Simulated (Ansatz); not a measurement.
The starting structures come from a database of crystals and need not be the phases stable at ambient conditions.

**Evanescent states of GeSe₂ (I-42d, 6 atoms a cell, 28.1 Å³ an atom) along the normal of (001)**

Level of theory: PBEsol (plane waves, PAW; Ansatz, a first-principles code).

The gap is the functional's own. No spin-orbit coupling. Mid-gap values are those at the computed energy nearest the middle.

Energies count from the valence-band top; κ is the least over a 6×6 mesh across the current.

```csv
E (eV),κ (1/Å),where
0.04,0.051,Γ
0.14,0.085,Γ
0.23,0.107,Γ
0.32,0.123,Γ
0.41,0.135,Γ
0.49,0.144,Γ
0.58,0.151,Γ
0.68,0.156,Γ
0.77,0.159,Γ
0.85,0.161,Γ
0.94,0.161,Γ
1.03,0.160,Γ
1.12,0.157,Γ
1.22,0.152,Γ
1.30,0.144,Γ
1.40,0.134,Γ
1.49,0.108,Γ
1.57,0.035,Γ
```

Problem. How thick must the barrier be to attenuate the transmission by 10^4 when the electrodes' Fermi level lies at 0.23 eV, and what attenuation does that film give at 0.85 eV?

Solution. d = 4 ln 10 / (2 × 0.107) = 43.0 Å. At 0.85 eV it gives 4 × 0.161/0.107 = 6.0 decades.
